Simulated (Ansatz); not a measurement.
Seebeck coefficient (μV/K, mean over directions) of n-type GaSe (P6_3/mmc) against carrier density, Ansatz (an electronic-structure program) with PBEsol+D3BJ, rigid bands. Computed gap 0.83 eV; densities at which minority carriers matter at this gap, or further valleys turn the trend, are left out. Conductivity mass 0.35 mₑ (harmonic mean over directions), N_c = 1.8e19 cm⁻³ at 300 K.

| electron density | 300 K | 500 K |
|---|---|---|
| 1e17 cm⁻³ | -665 | -756 |
| 1e18 cm⁻³ | -467 | -558 |
| 3e18 cm⁻³ | ___ | -464 |
| 1e19 cm⁻³ | -273 | -363 |
| 3e19 cm⁻³ | -189 | -275 |
| 1e20 cm⁻³ | -119 | -192 |
| 3e20 cm⁻³ | ___ | ___ |
| 1e21 cm⁻³ | -50 | -79 |

Question: Fill in the missing entries.

Answer: 
- 3e18 cm⁻³, 300 K: -374
- 3e20 cm⁻³, 300 K: -90
- 3e20 cm⁻³, 500 K: -136

Rigid bands with a gap fixed in temperature, one relaxation time for all states, no polarons or phonon drag, and whether or not such doping can be reached. Spin-orbit coupling is left out. Geometry: cell and atoms relaxed with PBEsol+D3(BJ).

PBEsol with a dispersion correction tends to overbind, so the cell can be several per cent short, in bad cases over ten, which usually narrows a gap: GaSe (P6_3/mmc).
